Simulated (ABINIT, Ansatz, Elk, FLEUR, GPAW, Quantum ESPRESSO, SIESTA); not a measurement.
## Code comparison for MnZn3 (Pm-3m, 4 atoms in the cell)

Self-consistent single point.

```
MnZn3
1.0
    3.72623     0.00000     0.00000
    0.00000     3.72623     0.00000
    0.00000     0.00000     3.72623
Mn Zn
1 3
Direct
  0.00000   0.00000   0.00000
  0.00000   0.50000   0.50000
  0.50000   0.00000   0.50000
  0.50000   0.50000   0.00000
```
Moments meant for the start (each program seeds them in its own way; μB, in the order of the atoms Mn Zn Zn Zn): 4.0 0.0 0.0 0.0.

All programs got the same cell, k-point mesh and kind of occupations, and the same starting moments (in Ansatz's words: kpoints.mp_grid.grid = 6 6 6; magnetization.spin_polarized = true; scf.occupations.method = fermi_dirac; scf.occupations.width = 0.1 eV); potentials, basis and cutoffs are each program's usual ones.

| code | model | pressure (GPa) | size of the net moment (μB/atom) | k-points | cutoff |
|---|---|---|---|---|---|
| Elk | PBEsol, all-electron FP-LAPW, Elk's shipped species files, default APW+lo basis | – | 0.57 | 20 | rgkmax 7 |
| ABINIT | PBEsol, PAW (JTH v2.0 PBE PAW, files made for PBE) | 0.10 | 0.58 | 20 | 30 Ha |
| FLEUR | PBEsol, all-electron FLAPW (FLEUR), scalar-relativistic valence | – | 0.58 | 20 | Kmax 4.3 1/bohr |
| Quantum ESPRESSO | PBEsol, SSSP 1.1.2 efficiency (PBE) pseudopotentials | -0.34 | 0.59 | 20 | 50 Ry |
| Ansatz | PBEsol, default PAW files made with PBE | 0.07 | 0.58 | 20 | default |
| GPAW | PBEsol, GPAW PAW datasets PBEsol (made by gpaw-setup) | 0.10 | 0.57 | 20 | 800 eV |
| SIESTA | GGA PBEsol, numerical atomic orbitals DZP, PseudoDojo PBEsol standard norm-conserving potentials (rewritten from UPF to PSML) | 2.03 | 0.61 | 132 | grid 300 Ry |

A dash marks a value that a program does not give, or that is left out as unsure.

The spread over the programs that give each value: pressure within 2.37 GPa; size of the net moment within 0.04 μB/atom.

The starting cell comes from a database of computed structures (which also holds hypothetical and non-ambient phases and stackings), without a prior relaxation at this level. Its lattice was rescaled by a random factor within 2.5 % of one. On Ansatz's run: With one magnetic atom in the cell only a parallel order is possible.

Q: Why do the programs differ, and what cannot be compared?

A: Differences of this kind can come from the potentials, where these differ, and from what each basis and cutoff leave unconverged. The valence holds different numbers of electrons (ABINIT 51, FLEUR 51, Quantum ESPRESSO 75, Ansatz (a first-principles code) 51, GPAW 51, SIESTA 75). The zero of total energies and Fermi levels follows the potentials and each program's conventions, so they are not compared here. SIESTA uses small atom-centred bases, whose incompleteness enters pressures, forces and empty levels differently from a plane-wave cutoff. Elk and FLEUR treat all electrons, but the usual bases taken here (sphere radii, linearisation, local orbitals, empty states) were not tested for convergence, so the values are no reference for the others. Ansatz's pressure is given at a fixed set of plane waves, as the other plane-wave codes print theirs; with its correction for the finite basis it is 0.16 GPa. Site moments depend on each program's spheres or projections; the total moment of the cell does not. The programs reduce the same mesh by symmetry to different extents, which changes the work and not the result. In the pressure, SIESTA (by 1.95) lies more than 1 GPa from the median of the plane-wave programs.

Keys are those of Ansatz 0.2.
